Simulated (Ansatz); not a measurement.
Levels about the gap of amorphous indium oxide (In20O30) (50 atoms in a cell of 715 Å³, 6.44 g/cm³; zone centre alone, so wide bands show as single levels with stretches between that a denser mesh fills), at the geometry that PBE relaxed, where it gives 0.0 GPa on a denser mesh. Exact exchange is cut at the faces of this small cell, which leaves a finite-size error. The participation number counts the atoms over which a state spreads; weights are charges in smoothed Voronoi cells. The levels come from a single point, so bond lengths are those of that geometry. Method of the levels: HSE06, scalar-relativistic without spin-orbit coupling (Ansatz, a quantum-chemistry and plane-wave program). Sampling: the zone centre alone; Fermi-Dirac width 0.02 eV; no spin polarisation. At PBE the levels at the filled edge of the gap are localised (band-tail or defect states).

The cell was made by melting and quenching with the CHGNet potential and then relaxed with DFT. O atoms were pushed apart under 1.9 Å during the dynamics, to hinder bonds among them. The hot cell started wider than the set density and was brought back towards it in steps. It is the lowest in DFT energy of 2 quenches. It is a model cell: composition and starting density were chosen by hand, and all elements were melted together. No dispersion term was used. Its density started from a set value of 6.03 and ended at 6.44 g/cm³. The quench (nominally 180 K/ps over its main leg) was far faster than any real one, so the model tends to hold more defects than a real film. Values belong to this one cell and scatter from quench to quench. Volume and shape were free in the relaxation.

| E - E(highest filled), eV | filling | participation number | largest on | weight O | weight In |
|---|---|---|---|---|---|
| -0.24 | filled | 20.0 | O, 3 neighbours | 0.92 | 0.08 |
| -0.20 | filled | 12.2 | O, 4 neighbours | 0.93 | 0.07 |
| -0.17 | filled | 13.1 | O, 4 neighbours | 0.94 | 0.06 |
| -0.14 | filled | 13.9 | O, 4 neighbours | 0.94 | 0.06 |
| -0.08 | filled | 17.9 | O, 3 neighbours | 0.92 | 0.08 |
| -0.02 | filled | 11.0 | O, 3 neighbours | 0.95 | 0.05 |
| 0.00 | filled | 5.2 | O, 3 neighbours | 0.95 | 0.05 |
| 1.87 | empty | 46.4 | In, 4 neighbours | 0.52 | 0.48 |
| 4.73 | empty | 12.1 | In, 4 neighbours | 0.55 | 0.45 |
| 5.21 | empty | 34.4 | In, 5 neighbours | 0.58 | 0.42 |
| 5.47 | empty | 34.4 | In, 5 neighbours | 0.59 | 0.41 |
| 5.59 | empty | 32.3 | In, 5 neighbours | 0.58 | 0.42 |
| 5.64 | empty | 33.7 | In, 5 neighbours | 0.58 | 0.42 |
| 5.80 | empty | 42.2 | In, 6 neighbours | 0.59 | 0.41 |

Most localised among these is the filled level at +0.00 eV, on a O atom, which has 3 neighbours (In 2.08 Å, In 2.12 Å, In 2.17 Å).
